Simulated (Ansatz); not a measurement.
Worked example: self-consistent single point of YSi2Rh3 (P6mm, 6 atoms in the cell) in Ansatz (a program for electronic structure).

Method of the run: PBEsol, default PAW files made with PBE (plane waves; Ansatz).

The change in words: lattice scaled by 0.98; basis.ecutwfc: 420 eV → 230 eV. Reference geometry:
```
YSi2Rh3
1.0
    5.45552     0.00000     0.00000
   -2.72776     4.72462     0.00000
    0.00000     0.00000     3.59293
Y Si Rh
1 2 3
Cartesian
  0.00000   0.00000   0.05000
  2.72776   1.57487   0.00000
  0.00000   3.14975   0.00000
 -1.36388   2.36231   1.79646
  2.72776   0.00000   1.79646
  1.36388   2.36231   1.79646
```

Reference input (self-consistent single point, DFT, PBEsol, plane waves, default PAW files made with PBE): basis.ecutwfc = 420 eV; kpoints.mp_grid.grid = 7 7 9; hamiltonian.xc = pbesol; hamiltonian.pseudopotentials = {kind: paw} (the program's default PAW files); scf.occupations.method = fermi_dirac; scf.occupations.width = 0.1 eV. This run's input differs from it in these lines:

Ansatz 0.2 input:
```diff
@@ -2,5 +2,5 @@
   lattice:
-    - [5.455524, 0.000000, 0.000000]
-    - [-2.727762, 4.724622, 0.000000]
-    - [0.000000, 0.000000, 3.592929]
+    - [5.346414, 0.000000, 0.000000]
+    - [-2.673207, 4.630130, 0.000000]
+    - [0.000000, 0.000000, 3.521070]
   atoms:
@@ -13,3 +13,3 @@
 basis:
-  ecutwfc: 420.0 eV
+  ecutwfc: 230.0 eV
 kpoints:
```

The program printed (abridged):

```
SCF iter   1: F=—  HF=-24050.011077 eV  |F-HF|=—  |Δ(HF+E_count)|=         —  Δρ=6.91e-2  dr2=2.63e0  ethr=1.77e-3  ⟨swp⟩=5.8  Hψ=6168  notcnv=0  defer=1
all-band conjugate gradients solve this SCF's bands
preconditioner: auto → Kerker (q_TF=auto, 2.630 Å⁻¹)
SCF iter   2: F=—  HF=-24049.385274 eV  |F-HF|=—  |Δ(HF+E_count)|=   6.26e-1  Δρ=2.91e-2  dr2=3.44e-1  ethr=1.77e-3  ⟨swp⟩=2.4  Hψ=3172  notcnv=0
SCF iter   3: F=—  HF=-24049.285578 eV  |F-HF|=—  |Δ(HF+E_count)|=   9.97e-2  Δρ=5.33e-3  dr2=1.50e-2  ethr=4.92e-4  ⟨swp⟩=2.0  Hψ=3354  notcnv=0
SCF iter   4: F=—  HF=-24049.284712 eV  |F-HF|=—  |Δ(HF+E_count)|=   8.67e-4  Δρ=6.89e-4  dr2=2.98e-4  ethr=2.15e-5  ⟨swp⟩=2.0  Hψ=2818  notcnv=0
SCF iter   5: F=—  HF=-24049.284669 eV  |F-HF|=—  |Δ(HF+E_count)|=   4.20e-5  Δρ=1.43e-4  dr2=2.88e-5  ethr=4.25e-7  ⟨swp⟩=2.2  Hψ=2245  notcnv=0
SCF iter   6: F=—  HF=-24049.285002 eV  |F-HF|=—  |Δ(HF+E_count)|=   3.33e-4  Δρ=2.50e-5  dr2=1.23e-6  ethr=4.12e-8  ⟨swp⟩=2.2  Hψ=2232  notcnv=0
SCF iter   7: F=-24049.285002 eV  HF=-24049.285002 eV  |F-HF|=9.49e-9  |Δ(HF+E_count)|=   2.57e-7  Δρ=4.00e-6  dr2=1.54e-8  ethr=1.43e-10  ⟨swp⟩=5.3  Hψ=6375  notcnv=0
SCF 1 converged in 7 iterations: F = -24049.285002 eV  dr2 = 1.54e-8
Free energy (F): -24049.285002 eV
Internal energy: -24049.216128 eV  (E = F + TS)
E sigma→0 (E₀):  -24049.250565 eV
Entropy (-TS):   -0.068874 eV (-11.479 meV/atom)
Fermi energy:    17.960810 eV
--- Forces (eV/Å), atoms counted from 1 ---
  atom   1  Y      0.00000000    -0.00000000    -0.06321139
  atom   2  Si    -0.00000000    -0.00000000    -0.02380918
  atom   3  Si    -0.00000000     0.00000000    -0.02380918
  atom   4  Rh     0.00000000     0.00000000     0.03693879
  atom   5  Rh     0.00000000     0.00000000     0.03693879
  atom   6  Rh     0.00000000    -0.00000000     0.03693879
--- Stress (GPa, compression-positive) ---
       15.444244       0.000000       0.000000
        0.000000      15.444244       0.000000
        0.000000      -0.000000      15.110213
  P = ⅓ Tr σ = 15.3329 GPa (153.329 kbar)
  The stress holds the Pulay correction. Without it, at fixed plane waves, as pw.x and ABINIT print it: P = -98.4185 GPa
```

The run converged in 7 iterations. Against the reference run the free energy rises by 1.90 eV/atom, the pressure goes from 2.97 to 15.33 GPa and the largest force moves little (0.062 to 0.063 eV/Å).

The starting cell comes from a database of computed structures (which also holds hypothetical and non-ambient phases and stackings), without a prior relaxation at this level. Its lattice was rescaled by up to half a per cent. One atom was moved a little off its site on purpose. For this run, on top of that: lattice scaled by 0.98. Spin polarisation is off. Ansatz's pressure includes its estimate of the finite-basis (Pulay) stress. Without the estimate this run gives -98.42 GPa. The cutoff lies below the one recommended for these files.
